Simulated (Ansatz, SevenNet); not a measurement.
**AlCr₂C (P6₃/mmc, No. 194, 8 atoms in the cell; start mp-9956): properties by level of theory**

```json
[
 {"level (code)": "SevenNet-0", "lattice parameter a (Å)": "2.853", "lattice parameter c (Å)": "12.648"},
 {"level (code)": "PBEsol (Ansatz)", "lattice parameter a (Å)": "2.812", "lattice parameter c (Å)": "12.598"},
 {"level (code)": "PBE-D3(BJ) (Ansatz)", "lattice parameter a (Å)": "2.811", "lattice parameter c (Å)": "12.589"},
 {"level (code)": "r²SCAN+rVV10 (Ansatz)", "lattice parameter a (Å)": "2.817", "lattice parameter c (Å)": "12.620"}
]
```

Caveats: the relaxation could not lower the start's symmetry, so the cell can be a saddle point above a distorted one (SevenNet-0, PBEsol, PBE-D3(BJ), r²SCAN+rVV10). Ansatz's density-functional and Hartree–Fock values are scalar-relativistic unless marked +SOC, with PAW data made under PBE.

The crystal itself was run without spin with PBEsol, PBE-D3(BJ), r²SCAN+rVV10; a magnetic state was not tried in these runs.

Static lattice: no zero-point or thermal effects.

A start named mp-… is a Materials Project structure, which need not be a measured phase.

Ansatz is an electronic-structure program.
